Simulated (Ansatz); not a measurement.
Functionals compared on a constructed model of the (111) surface of fcc Al, a pseudomorphic layer of Ga in the host's stacking (bottom of the slab: a bare face, its two planes held), in Ansatz (plane waves, PAW). The structure was relaxed with PBE; the other rows are single points on it. Cutoff 420 eV (500 eV for r2SCAN).

Model: 7-atom slab, 13.6 Å thick at the start with caps and adatoms (thin: gaps and levels are the slab's own), 15x15x1 mesh, Fermi-Dirac 0.1 eV, dipole correction, 2 atoms held, the rest relaxed; symmetry of the start imposed; no spin, no spin-orbit, no U. It is one candidate, not shown to be the stable structure of the face. These notes are the PBE run's.

```
functional  work function of the top face (eV)  rough cost of the single point
----------  ----------------------------------  ------------------------------
PBE                                       4.09                               –
RPBE                                (withheld)     very roughly 7 core-seconds
r2SCAN                                    4.20    very roughly 16 core-seconds
```

Fill in the missing entries.


- RPBE, work function of the top face (eV): 3.98

Ansatz is an electronic-structure program.
